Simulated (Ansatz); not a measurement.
# A constructed model of the (100) surface of fcc Pd, a layer of Cr in place of the second plane (bottom of the slab: a bare face, its two planes held)

Level of theory: PBE (plane waves to 420 eV, PAW; Ansatz, an electronic-structure program).

Set-up: 6 atoms, 9.9 Å thick at the start (thin: gaps and levels are the slab's own); mesh 13x13x1; 0.1 eV smearing; dipole correction on; 2 atoms held, the rest relaxed; held to the start's symmetry, so lower structures may exist; spin-polarised, ending with about 2.9 μB a cell; orders that need a larger cell were not tried, no spin-orbit, no U. It is one candidate, not shown to be the stable structure of the face.

| Quantity | Value |
|---|---|
| work function of the top face | 4.66 eV |
| energy released by relaxation | 0.22 eV |
| magnetic moment of the cell | 2.90 μB |
| cost | roughly 10 core-minutes |
